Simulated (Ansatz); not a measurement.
Consider ZnSe in the zinc blende structure (space group F-43m, No. 216; a = 5.666 Å).

Computed with Kohn–Sham DFT with the r2SCAN functional, run in Ansatz (an electronic-structure program) with PAW and 500 eV plane waves, without spin-orbit coupling, earlier PAW set.

One change was made to it. Results:

The valley order (the lowest conduction-band minima on the path, energy above the VBM, named in the base's zone) becomes Γ 2.28 eV; X along ⟨100⟩ 3.11 eV; L along ⟨111⟩ 3.22 eV (base: Γ 1.86 eV; L along ⟨111⟩ 3.05 eV; X along ⟨100⟩ 3.34 eV); the volume per atom drops by 2.04 Å³ to 20.70 Å³; the width of the top valence band goes up by 0.48 eV, from 2.71 eV to 3.19 eV.

Q: Name the change that was made.
(A) pressure 7.5 GPa
(B) pressure 0.3 GPa
(C) pressure 1.5 GPa

A: A, pressure 7.5 GPa. For comparison, the valley order in the other runs: pressure 1.5 GPa gives Γ 1.96 eV; L along ⟨111⟩ 3.09 eV; X along ⟨100⟩ 3.29 eV; pressure 0.3 GPa gives Γ 1.88 eV; L along ⟨111⟩ 3.06 eV; X along ⟨100⟩ 3.33 eV.

The levels and masses belong to the bands next to the band gap. Load acts through the strain it causes; cell and atoms are relaxed under it. No phonon test of stability was made. Tetrahedral semiconductors of this kind turn to denser phases somewhere between about 1 and 50 GPa; those were not computed, so compressed cells here can lie past the real transition.
